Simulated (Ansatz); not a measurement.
The reference is ZnSe in the zinc blende structure (space group F-43m, No. 216; a = 5.6655 Å). Axes: x, y, z lie along the cube axes.

One thing is altered: compressive biaxial strain of 4.63 % in the plane normal to [001], as in epitaxy on a mismatched substrate; the out-of-plane cell vector and the atoms relax.

Computed with Ansatz (a quantum-chemistry and plane-wave program), r2SCAN, PAW, cutoff 500 eV, no SOC.

Q: Give the band edges at the high-symmetry points of the new zone, measured from its valence-band maximum.

A: 
```
point  valence edge (eV)  conduction edge (eV)
-----  -----------------  --------------------
Γ                   0.00                  1.86
X                  -2.59                  2.94
P                  -2.98                  5.24
N                  -0.76                  2.84
M                  -2.14                  3.49
S                  -1.56                  4.53
S₀                 -1.56                  4.53
R                  -3.10                  5.26
G                  -3.10                  5.26
```

The gap is 1.86 eV, direct at Γ.

Stability against distortions was not tested. k-point labels follow each cell's own Brillouin zone.
